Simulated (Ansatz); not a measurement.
# Smallest direct gap on the k points sampled of PbS (model structure, from the zincblende type, F-43m, No. 216) at several levels of theory

No measured value is used here.

| level (code) | value (eV) |
|---|---|
| LDA (Ansatz) | … |
| PBE+SOC (Ansatz) | 1.13 |
| PBEsol+SOC (Ansatz) | 1.05 |
| r²SCAN+SOC (Ansatz) | 1.29 |
| HSE06+SOC (Ansatz) | … |
| PBE0 (Ansatz) | 2.44 |
| r²SCAN0 (Ansatz) | 2.53 |

Q: Fill in the missing entries.

A: 
- LDA (Ansatz, a first-principles code), value (eV): 1.07
- HSE06+SOC (Ansatz), value (eV): 1.64

Computed values are for a static lattice. Spin–orbit coupling is included only where a level's name says +SOC; with heavier elements it mostly lowers gaps and can invert bands.  Values are at the PBEsol cell. Cutoffs and k meshes differ between the levels. Ansatz's density-functional and Hartree–Fock values are scalar-relativistic unless marked +SOC, with PAW data made under PBE.

A model structure was made by putting elements into a prototype or built by hand; it is no filed structure, need not be a known phase, and can be a saddle point held by its symmetry.
